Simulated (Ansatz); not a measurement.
Amorphous hafnium silicate (Si24O50Hf), 75 atoms at 2.49 g/cm³, one PBE-relaxed geometry, zone centre. Methods: PBE, scalar-relativistic without spin-orbit coupling (Ansatz, a quantum-chemistry and plane-wave program); r2SCAN, scalar-relativistic without spin-orbit coupling (Ansatz); HSE06, scalar-relativistic without spin-orbit coupling (Ansatz). Plane waves to 420 eV (r2SCAN 500 eV); exact exchange is cut at the cell's faces. At PBE the levels at the filled edge of the gap are localised (band-tail or defect states). All rungs ran without spin polarisation.

The cell was made by melting and quenching with the CHGNet potential and then relaxed with DFT. O atoms were pushed apart under 1.9 Å during the dynamics, to hinder bonds among them. The hot cell started wider than the set density and was brought back towards it in steps. It is the lowest in DFT energy of 2 quenches. It is a model cell: composition and starting density were chosen by hand, and all elements were melted together. No dispersion term was used. Its density started from a set value of 2.44 and ended at 2.49 g/cm³. The simulated quench (nominally 480 K/ps over its main leg) is rapid and tends to freeze in more defects than a deposited or slowly cooled glass has. A cell of this size samples the disorder only roughly. The volume was free in the relaxation, at fixed shape. Stress components on the final sampling reach 2.0 GPa.

The relaxation ran on the zone centre alone. At PBE the level gap is 4.98 eV on a 2×2×2 Γ-centred mesh, and the spacing at the zone centre alone 5.03 eV.

What zone-centre spacing does r2SCAN give, roughly?

5.71 eV (+0.68 eV against PBE).

What zone-centre spacing does HSE06 give, roughly?

6.85 eV (+1.82 eV against PBE).

The highest filled and the lowest empty state spread over these numbers of atoms (participation numbers): PBE: 14.9 and 57.6; r2SCAN: 13.8 and 53.3; HSE06: 18.2 and 56.8.
